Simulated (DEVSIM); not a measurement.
Device: Ni/La2O3/p-Ge capacitor, at 300 K.

```
layer (left to right)  material  thickness (nm)  Na (cm⁻³)
---------------------  --------  --------------  ---------
1                         La2O3            8.30          -
2                            Ge            4300     1.9e16
```

Metal gate on the left, work function 5.1 eV. Fixed charge at the semiconductor interface 1.5e12 cm⁻² (in units of +e); no interface traps.

This is a model device: material constants are rounded textbook-type values typed into the input, and sizes, dopings and lifetimes were drawn at random. Values at 300 K.

| parameter | La2O3 | Ge |
|---|---|---|
| gap (eV) | 5.8 | 0.664 |
| affinity (eV) | 1.8 | 4 |
| permittivity | 27 | 16 |
| Nc (cm⁻³) | - | 1.04e19 |
| Nv (cm⁻³) | - | 6e18 |

Simulated with DEVSIM: 1D Poisson equation in equilibrium, Boltzmann statistics, complete ionisation; no quantum confinement or tunnelling. Metal contacts follow the ideal Schottky-Mott rule: no Fermi-level pinning, no interface dipoles.

Base results: minimum of the low-frequency capacitance (μF/cm²) 0.0944; capacitance of the dielectric stack (μF/cm²) 2.88; flat-band voltage (V) 0.50; threshold voltage (band bending 2φF) (V) 0.87.

**Question.** What follows from this one change: gate work function 5.1 → 4.8 eV?

**Answer.** minimum of the low-frequency capacitance little changed (0.0944 μF/cm²); capacitance of the dielectric stack little changed (2.88 μF/cm²); flat-band voltage 0.50 → 0.20 V; threshold voltage (band bending 2φF) 0.87 → 0.57 V.

**Question.** What follows from this one change: substrate doping 1.9e+16 → 9.5e+15 cm^-3?

**Answer.** minimum of the low-frequency capacitance 0.0944 → 0.0740 μF/cm²; capacitance of the dielectric stack little changed (2.88 μF/cm²); flat-band voltage 0.50 → 0.52 V; threshold voltage (band bending 2φF) 0.87 → 0.85 V.

**Question.** What follows from this one change: La2O3 thickness 0.0083 → 0.0058 μm?

**Answer.** minimum of the low-frequency capacitance little changed (0.0959 μF/cm²); capacitance of the dielectric stack 2.88 → 4.12 μF/cm²; flat-band voltage 0.50 → 0.53 V; threshold voltage (band bending 2φF) 0.87 → 0.89 V.
